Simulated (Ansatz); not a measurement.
Functionals compared on a constructed model of the (100) surface of fcc Ir, a pseudomorphic layer of Nb in the host's stacking (bottom of the slab: a bare face, its two planes held), in Ansatz (plane waves, PAW). The structure was relaxed with PBE; the other rows are single points on it. Cutoff 420 eV (500 eV for r2SCAN).

Set-up: 7 atoms, 12.2 Å thick at the start; mesh 14x14x1; 0.1 eV smearing; dipole correction on; 2 atoms held, the rest relaxed; start symmetry kept, larger cells not searched; no spin, no spin-orbit, no U. It is one candidate, not shown to be the stable structure of the face. These notes are the PBE run's.

```tsv
functional	work function of the top face (eV)	rough cost of the single point
PBE	4.66	–
RPBE	4.51	around 27 core-seconds (rough)
r2SCAN	4.71	roughly 40 core-seconds
```

Ansatz is a program for electronic structure.
